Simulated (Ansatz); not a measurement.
The parent structure is SrO in the rock salt structure (space group Fm-3m, No. 225; a = 5.122 Å). Axes: x, y, z lie along the cube axes.

Calculations: PBEsol (Ansatz, an electronic-structure program; PAW; 420 eV plane waves; no spin-orbit coupling).

Base values:

The shortest interatomic distance comes out as 2.561 Å.

The change: biaxial strain −1.67 %, plane normal [111], relaxed out of plane (Cartesian); in-plane vectors clamped, the third vector and the atoms free.

### Question
How does this affect the shortest interatomic distance and in-plane stress?

### Answer
The shortest interatomic distance decreases by 0.0185 Å, from 2.561 Å to 2.543 Å; the mean in-plane stress (compression positive) comes out as +3.2 GPa.

Stability against distortions was not tested.
